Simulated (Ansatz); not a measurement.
The reference is CsPbBr3 in the cubic perovskite structure (space group Pm-3m, No. 221; a = 5.770 Å). Axes: x, y, z lie along the cube axes.

Level of theory: LDA (Ansatz, a quantum-chemistry and plane-wave program), no SOC.

Base values:

The band gap comes out as 1.17 eV and the hole mass is 0.11 mₑ (at R). The shortest interatomic distance is 2.885 Å.

One thing is altered: tensor shear ε_xy = +1.00 % (engineering shear γ = 0.0200), atoms relaxed at fixed cell.

Q: What does the calculation give for the band gap, hole mass and shortest interatomic distance after the change?

A: The band gap drops by 0.04 eV to 1.13 eV; the hole mass stays 0.11 mₑ (at R); the shortest interatomic distance stays 2.885 Å.

With Pb present, leaving out spin-orbit coupling can change the band edges. The cells carry an imposed strain or load. Masses are band curvatures over ±0.01 Å⁻¹ around the edge. Whether these cells are dynamically stable was not tested. Many cubic perovskites are stable only at high temperature; tilts and polar distortions were not tested. This is not the structure that CsPbBr3 has at room temperature and ambient pressure.
